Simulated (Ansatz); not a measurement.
Start from La2O3 (space group P-3m1, No. 164; a = 3.9061 Å, c = 6.0400 Å).

Modification: cell and atoms relaxed at a pressure of 50 GPa.

Levels (all Ansatz, a program for electronic structure, PAW): PBEsol (420 eV, no spin-orbit coupling); PBEsol+SOC (420 eV, spin-orbit coupling included).

The geometry is relaxed with PBEsol.

| Item | Result |
|---|---|
| PBEsol lowest conduction level above the VBM at special points | K 3.60 eV; Γ 3.78 eV; M 4.05 eV; A 4.35 eV |
| PBEsol pressure | 500.0 kbar |
| PBEsol electron mass | 1.2 mₑ along c, 1.0 mₑ across (at K) |

### Question
What does PBEsol+SOC give at this geometry for the lowest conduction level above the VBM at special points, pressure and electron mass?

### Answer
The lowest conduction level above the VBM at special points becomes K 3.56 eV; Γ 3.73 eV; M 4.02 eV; A 4.30 eV (PBEsol: K 3.60 eV; Γ 3.78 eV; M 4.05 eV; A 4.35 eV); the pressure is nearly the same (500.0 kbar against 499.5 kbar); the electron mass becomes 1.1 mₑ along c, 1.0 mₑ across (at K) (PBEsol: 1.2 mₑ along c, 1.0 mₑ across (at K)).

Single points use the geometry relaxed with PBEsol. Differences between runs with and without spin-orbit coupling are approximate. The levels and masses belong to the bands next to the band gap. Load acts through the strain it causes; cell and atoms are relaxed under it. Effective masses come from finite differences of ±0.01 Å⁻¹. Whether these cells are dynamically stable was not tested. Competing high-pressure phases were not computed.
